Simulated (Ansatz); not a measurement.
Abridged Ansatz (a quantum-chemistry and plane-wave program) output:

```
Relaxation: its limit of steps is 50 (relax.max_steps)
Pseudopotential: Ta, paw, valence charge 13
Pseudopotential: As, paw, valence charge 15
Crystal: 4 atoms, lattice volume = 68.914 Å³
Basis set: ecut = 420 eV, 1355 PW (Γ), exchange–correlation on 48×48×90 points (8 copies of the dense FFT grid, shifted against one another)
Bands: 34, of which v1, the nominal top of the filled ones, is band 28 counted from 1 (27 counted from 0)
Symmetry: 8 space group operations
k-points: 1063 of 13824 (time reversal used)
Functional: x = pbesol(κ = 0.804, μ = 0.12345679012345678), c = pbesol(β = 0.046)
SCF iter   1: F=—  HF=-29241.501392 eV  |F-HF|=—  |Δ(HF+E_count)|=         —  Δρ=6.98e-3  dr2=2.20e-2  ethr=1.77e-3  ⟨swp⟩=5.3  Hψ=142161  notcnv=0
SCF iter   2: F=—  HF=-29241.498609 eV  |F-HF|=—  |Δ(HF+E_count)|=   2.78e-3  Δρ=3.97e-3  dr2=6.54e-3  ethr=3.93e-5  ⟨swp⟩=1.0  Hψ=44646  notcnv=0
SCF 1 converged in 7 iterations: F = -29241.498099 eV  dr2 = 7.68e-9
relax step   1: F+E_penalty+E_count = -29241.49809928 eV  Δ(F+E_penalty+E_count) = +0.000e0 eV  max|allowed force component| = 7.445e-2 eV/Å  Δτ_max = 0.0000 Å  P = -2.454 GPa  Ω = 68.914 Å³  fix = [a, b, gamma]  reactions: a -3.296, b -3.296 GPa  (7 SCF iters, dr2 threshold 1.00e-7 eV, accepted)
[... steps on the carried basis left out ...]
relax step   4: F+E_penalty+E_count = -29241.49947954 eV  Δ(F+E_penalty+E_count) = -2.320e-6 eV  max|allowed force component| = 3.355e-4 eV/Å  Δτ_max = 0.0002 Å  P = -1.835 GPa  Ω = 68.645 Å³  energy of the carried Pulay correction = +7.040e-5 eV  fix = [a, b, gamma]  reactions: a -2.754, b -2.754 GPa  (3 SCF iters, dr2 threshold 6.61e-9 eV, accepted)
Crystal: 4 atoms, lattice volume = 68.645 Å³
SCF iter   1: F=—  HF=-29241.499412 eV  |F-HF|=—  |Δ(HF+E_count)|=         —  Δρ=6.33e-6  dr2=7.11e-9  ethr=1.85e-8  ⟨swp⟩=3.4  Hψ=240907  notcnv=0
SCF iter   2: F=—  HF=-29241.499411 eV  |F-HF|=—  |Δ(HF+E_count)|=   1.52e-6  Δρ=3.59e-6  dr2=3.10e-9  ethr=1.27e-11  ⟨swp⟩=2.3  Hψ=65978  notcnv=0
SCF 5 converged in 5 iterations: F = -29241.499411 eV  dr2 = 1.20e-12
SCF converged after 5 iterations
Free energy (F): -29241.499411 eV
Internal energy: -29241.481122 eV  (E = F + TS)
E sigma→0 (E₀):  -29241.490266 eV
Entropy (-TS):   -0.018289 eV (-4.572 meV/atom)
Fermi energy:    17.124487 eV
--- Forces (eV/Å), atoms counted from 1 ---
  atom   1  Ta     0.00000000    -0.00000000    -0.00032468
  atom   2  Ta     0.00000000    -0.00000000    -0.00032468
  atom   3  As    -0.00000000     0.00000000     0.00032463
  atom   4  As    -0.00000000     0.00000000     0.00032463
--- Stress (GPa, compression-positive) ---
       -2.753874      -0.000000      -0.000000
       -0.000000      -2.753874       0.000000
       -0.000000       0.000000       0.001141
  P = ⅓ Tr σ = -1.8355 GPa (-18.355 kbar)
--- Relaxed structure (4 steps of the walk, 3 accepted, 1 SCFs on fresh bases) ---
  cell:  # Å, volume = 68.6450 Å³
    - [3.4568013241, 3.248378826776625e-23, 1.4985030428751902e-11]
    - [3.2483778564621473e-23, 3.4568013241, -1.498502819039483e-11]
    - [1.7284006620250976, -1.7284006620250976, 5.744607769404609]
  atoms:
    - { symbol: Ta, position: [0.0013982773276907112, 0.9986017226723093, 0.9972034453446186] }
    - { symbol: Ta, position: [0.2513982773276906, 0.24860172267230937, 0.4972034453446188] }
    - { symbol: As, position: [0.5826017226723096, 0.4173982773276906, 0.8347965546553812] }
    - { symbol: As, position: [0.8326017226723098, 0.6673982773276905, 0.3347965546553811] }
```

### Question
What was computed, and what are the main results?

### Answer
TaAs, 4 atoms in the cell, with PBEsol (Ansatz; PAW; 420 eV plane waves; no SOC). The last SCF converged to F = -29241.499411 eV, or -7310.3749 eV per atom, at a pressure of -1.84 GPa. The total energy compares only with runs of the same code, potentials and settings.

With Ta present, leaving out spin-orbit coupling can change the band edges. The cells carry an imposed strain or load. No phonon test of stability was made. The final runs are not spin-polarised. The cell was made from TaAs (space group I4_1md, No. 109) by this change: biaxial strain +0.81 %, plane normal [001], relaxed out of plane.

Keys are those of Ansatz 0.2.
